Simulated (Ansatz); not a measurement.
# A computed series for Al: response to strain

Take Al in the fcc (Cu type) structure (space group Fm-3m, No. 225; a = 3.984 Å; relaxed with 0.1 eV smearing) as the base.

Strains are applied to the cell and any free atomic positions relax.

Level of theory: LDA in Ansatz (plane waves to 420 eV, PAW, without spin-orbit coupling).

Notes on the quantities. energy relative to the base: free energy F.

```tsv
case	energy relative to the base	volume per atom	pressure
base	0 meV/atom	15.81 Å³	0.0 GPa
isotropic strain −3.00 %	+37 meV/atom	14.43 Å³	9.4 GPa
isotropic strain −2.50 %	+25 meV/atom	14.65 Å³	7.6 GPa
isotropic strain −2.00 %	+16 meV/atom	14.88 Å³	5.8 GPa
isotropic strain −1.00 %	+3.9 meV/atom	15.34 Å³	2.7 GPa
isotropic strain −0.50 %	+1.0 meV/atom	15.57 Å³	1.3 GPa
isotropic strain +0.50 %	+0.9 meV/atom	16.05 Å³	-1.2 GPa
isotropic strain +1.00 %	+3.6 meV/atom	16.29 Å³	-2.3 GPa
isotropic strain +1.50 %	+7.9 meV/atom	16.53 Å³	-3.4 GPa
isotropic strain +2.00 %	+14 meV/atom	16.77 Å³	-4.3 GPa
```

Whether these cells are dynamically stable was not tested.

Ansatz is a quantum-chemistry and plane-wave program.
